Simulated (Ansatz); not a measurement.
The reference is GaN in the wurtzite structure (space group P6_3mc, No. 186).

```
GaN
1.0
    3.18258     0.00000     0.00000
   -1.59129     2.75619     0.00000
    0.00000     0.00000     5.18543
Ga N
2 2
Direct
  0.33333   0.66667   0.00019
  0.66667   0.33333   0.50019
  0.33333   0.66667   0.37681
  0.66667   0.33333   0.87681
```

Cartesian axes are those of the cell as printed.

The values are results of PBEsol, PAW, 420 eV (Ansatz, an electronic-structure program; spin-orbit coupling left out), not measurements.

Strains are applied to the cell and any free atomic positions relax.

One change was made to it. Results:

```json
[
 {"quantity": "pressure (mean of the normal stresses, compression positive)", "base": "0.00 GPa", "after": "2.34 GPa"},
 {"quantity": "band gap", "base": "1.88 eV", "after": "1.97 eV"},
 {"quantity": "valence-band top at Γ (three highest levels, from the VBM)", "base": "0.00, 0.00, -0.04 eV", "after": "0.00, -0.03, -0.03 eV"}
]
```

Name the change that was made.
A. uniaxial strain ε_zz = −3.00 %
B. uniaxial strain ε_zz = −2.40 %
C. uniaxial strain ε_zz = −0.60 %
D. uniaxial strain ε_zz = −1.20 %

D, uniaxial strain ε_zz = −1.20 %. For comparison, the valence-band top at Γ in the other runs: uniaxial strain ε_zz = −0.60 % gives 0.00, 0.00, -0.01 eV; uniaxial strain ε_zz = −2.40 % gives 0.00, -0.10, -0.10 eV; uniaxial strain ε_zz = −3.00 % gives 0.00, -0.13, -0.13 eV.

Whether these cells are dynamically stable was not tested.
